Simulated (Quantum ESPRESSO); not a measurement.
Worked example: self-consistent single point of Sr₂SeS (R-3m, 4 atoms in the cell) in Quantum ESPRESSO.

Method of the run: LDA (PZ), GBRV 1.5 ultrasoft (LDA) pseudopotentials (plane waves; Quantum ESPRESSO).

```
Sr2SeS
1.0
    2.17815     1.25756     7.12217
   -2.17815     1.25756     7.12217
    0.00000    -2.51512     7.12217
Sr Se S
2 1 1
Cartesian
  0.00000   0.00000   5.28138
  0.00000   0.00000  16.08514
  0.00000   0.00000   0.00000
  0.00000   0.00000  10.68326
```

Reference input (self-consistent single point, DFT, LDA (PZ), plane waves, GBRV 1.5 ultrasoft (LDA) pseudopotentials): ecutwfc = 40 Ry; ecutrho = 200 Ry; occupations = fixed; potentials = {Sr: sr_lda_v1.uspp.F.UPF, Se: se_lda_v1.uspp.F.UPF, S: s_lda_v1.4.uspp.F.UPF}; K_POINTS = automatic 6 6 6 0 0 0; nbnd = 22; conv_thr = 1e-10 Ry; mixing_beta = 0.7. This run's input differs from it in these lines:

```diff
@@ -34,3 +34,3 @@
 K_POINTS {automatic}
-6 6 6  0 0 0
+3 3 3  0 0 0
```

Log, with long lists cut:

```
     Self-consistent Calculation

     iteration #  1     ecut=    40.00 Ry     beta= 0.70

     negative rho (up, down):  1.285E-01 0.000E+00

     total energy              =    -208.19532958 Ry
     estimated scf accuracy    <       0.32357151 Ry

     iteration #  2     ecut=    40.00 Ry     beta= 0.70

     negative rho (up, down):  1.302E-01 0.000E+00

     total energy              =    -208.29491141 Ry
     estimated scf accuracy    <       0.16039639 Ry

     iteration #  3     ecut=    40.00 Ry     beta= 0.70

     negative rho (up, down):  1.312E-01 0.000E+00

     total energy              =    -208.32490374 Ry
     estimated scf accuracy    <       0.00259642 Ry

   [... 6 blocks of this kind left out ...]

     iteration # 10     ecut=    40.00 Ry     beta= 0.70

     negative rho (up, down):  1.313E-01 0.000E+00

     total energy              =    -208.32674922 Ry
     estimated scf accuracy    <          4.4E-09 Ry

     iteration # 11     ecut=    40.00 Ry     beta= 0.70

     negative rho (up, down):  1.313E-01 0.000E+00
     End of self-consistent calculation

     highest occupied, lowest unoccupied level (ev):     5.5127    7.9424

!    total energy              =    -208.32674922 Ry
     estimated scf accuracy    <          4.1E-11 Ry

     convergence has been achieved in  11 iterations

     negative rho (up, down):  1.313E-01 0.000E+00

     Forces acting on atoms (cartesian axes, Ry/au):

     atom    1 type  1   force =     0.00000000    0.00000000    0.00084710
     atom    2 type  1   force =     0.00000000   -0.00000000   -0.00084710
     atom    3 type  2   force =     0.00000000    0.00000000    0.00000000
     atom    4 type  3   force =     0.00000000    0.00000000    0.00000000

     Total force =     0.001198     Total SCF correction =     0.000003

     negative rho (up, down):  1.313E-01 0.000E+00
          total   stress  (Ry/bohr**3)                   (kbar)     P=      -33.15
  -0.00021651  -0.00000000  -0.00000000          -31.85       -0.00       -0.00
   0.00000000  -0.00021651  -0.00000000            0.00      -31.85       -0.00
  -0.00000000  -0.00000000  -0.00024295           -0.00       -0.00      -35.74

   JOB DONE.
```

The run converged in 11 iterations. Against the reference run the free energy goes up by 12.7 meV/atom, the pressure goes from -3.44 to -3.31 GPa, the largest force goes from 0.011 to 0.022 eV/Å and the gap on the mesh goes from 2.113 to 2.430 eV.

The starting cell comes from a database of computed structures (which also holds hypothetical and non-ambient phases and stackings), without a prior relaxation at this level. With a pressure of about -3 GPa the cell is away from its equilibrium volume at this level. Another mesh or the band path of this cell gives a smaller gap, so this value is not converged in the mesh.
